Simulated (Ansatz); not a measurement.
Ansatz (a program for electronic structure) run on Be (P6_3/mmc, 4 atoms in the cell): self-consistent single point.

Level of theory: PBE (plane waves, PAW; Ansatz).

The change in words: lattice scaled by 0.98. Reference geometry:
```
CELL_PARAMETERS angstrom
      2.31973     0.00000     0.00000
     -1.15986     2.00894     0.00000
      0.00000     0.00000     7.46374
ATOMIC_POSITIONS crystal
  Be 0.00000 0.00000 0.00000
  Be 0.00000 0.00000 0.50000
  Be 0.33333 0.66667 0.25000
  Be 0.66667 0.33333 0.75000
```

Reference input (self-consistent single point, DFT, PBE, plane waves, default PAW files): kpoints.mp_grid.grid = 16 16 5; hamiltonian.xc = pbe; hamiltonian.pseudopotentials = {kind: paw} (the program's default PAW files); scf.occupations.method = gaussian; scf.occupations.width = 0.136 eV. This run's input differs from it in these lines:

```diff
@@ -3,5 +3,5 @@
   lattice:
-    - [2.319728, 0.000000, 0.000000]
-    - [-1.159864, 2.008943, 0.000000]
-    - [0.000000, 0.000000, 7.463740]
+    - [2.273333, 0.000000, 0.000000]
+    - [-1.136667, 1.968764, 0.000000]
+    - [0.000000, 0.000000, 7.314465]
   atoms:
```

Output (repeated stretches shortened):

```
SCF iter   1: F=—  HF=-370.919347 eV  |F-HF|=—  |Δ(HF+E_count)|=         —  Δρ=1.64e-3  dr2=1.17e-3  ethr=1.77e-3  ⟨swp⟩=5.2  Hψ=5233  notcnv=0
all-band conjugate gradients solve this SCF's bands
preconditioner: auto → none
SCF iter   2: F=—  HF=-370.919131 eV  |F-HF|=—  |Δ(HF+E_count)|=   2.16e-4  Δρ=9.78e-4  dr2=4.03e-4  ethr=1.46e-5  ⟨swp⟩=1.1  Hψ=1459  notcnv=0
SCF iter   3: F=—  HF=-370.919006 eV  |F-HF|=—  |Δ(HF+E_count)|=   1.25e-4  Δρ=4.74e-5  dr2=7.97e-7  ethr=5.04e-6  ⟨swp⟩=2.1  Hψ=976  notcnv=0
SCF iter   4: F=—  HF=-370.919034 eV  |F-HF|=—  |Δ(HF+E_count)|=   2.77e-5  Δρ=1.22e-5  dr2=1.31e-7  ethr=9.96e-9  ⟨swp⟩=2.2  Hψ=1054  notcnv=0
iter 5 did not close the SCF: its close was put off for the readings that it lacked (scf_convergence_deferred on its scf_iter line)
SCF iter   5: F=-370.919034 eV  HF=-370.919034 eV  |F-HF|=4.79e-10  |Δ(HF+E_count)|=   5.29e-8  Δρ=1.34e-6  dr2=8.09e-10  ethr=1.64e-9  ⟨swp⟩=2.0  Hψ=972  notcnv=0
SCF iter   6: F=-370.919034 eV  HF=-370.919034 eV  |F-HF|=2.90e-12  |Δ(HF+E_count)|=  1.53e-10  Δρ=1.93e-7  dr2=1.10e-11  ethr=1.01e-11  ⟨swp⟩=1.1  Hψ=2110  notcnv=0
SCF 1 converged in 6 iterations: F = -370.919034 eV  dr2 = 1.10e-11
Free energy (F): -370.919034 eV
Internal energy: -370.917131 eV  (E = F + TS)
E sigma→0 (E₀):  -370.918082 eV
Entropy (-TS):   -0.001903 eV (-0.476 meV/atom)
Fermi energy:    7.904813 eV
--- Forces (eV/Å), atoms counted from 1 ---
  atom   1  Be     0.00000000     0.00000000     0.00000000
   [... zero for the other atoms too ...]
--- Stress (GPa, compression-positive) ---
       -2.775100       0.000000       0.000000
        0.000000      -2.775100       0.000000
        0.000000       0.000000      -6.962068
  P = ⅓ Tr σ = -4.1708 GPa (-41.708 kbar)
  The stress holds the Pulay correction. Without it, at fixed plane waves, as pw.x and ABINIT print it: P = -4.2162 GPa
```

The run converged in 6 iterations. Against the reference run the free energy drops by 23.2 meV/atom and the pressure goes from -10.11 to -4.17 GPa.

The starting cell was generated: these elements placed on a structure prototype, without a prior relaxation; it need not be a known phase or ordering of this composition. Its lattice was rescaled by a random factor within 2.5 % of one. For this run, on top of that: lattice scaled by 0.98. With a pressure of about -4 GPa the cell is away from its equilibrium volume at this level. Ansatz's pressure includes its estimate of the finite-basis (Pulay) stress.

Keys are those of Ansatz 0.2.
